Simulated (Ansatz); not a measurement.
The parent structure is PbTe in the rock salt structure (space group Fm-3m, No. 225; a = 6.4424 Å). Axes: x, y, z lie along the cube axes.

Computed with PBEsol (Ansatz, an electronic-structure program, PAW, no spin-orbit coupling), earlier PAW set.

Free-standing slabs (2 atom(s) a layer) normal to the z axis with 15 Å of vacuum; in-plane cell held at bulk.

One change was made to it. Results:

| quantity | base | after |
|---|---|---|
| band gap | 0.65 eV | 0.35 eV |
| gap character | – | direct at X |

Problem. What was done to the base?
A) 6 layers
B) 1 layer
C) 5 layers
D) 3 layers
E) 7 layers

Solution. B, 1 layer. For comparison, the band gap in the other runs: 3 layers gives 0.79 eV; 5 layers gives 0.78 eV; 7 layers gives 0.74 eV; 6 layers gives 0.94 eV.

Spin-orbit coupling, missing from the scalar runs, can matter with Pb and Te. Stability against distortions was not tested. Labels are those of the standard path for the cell's own space group.
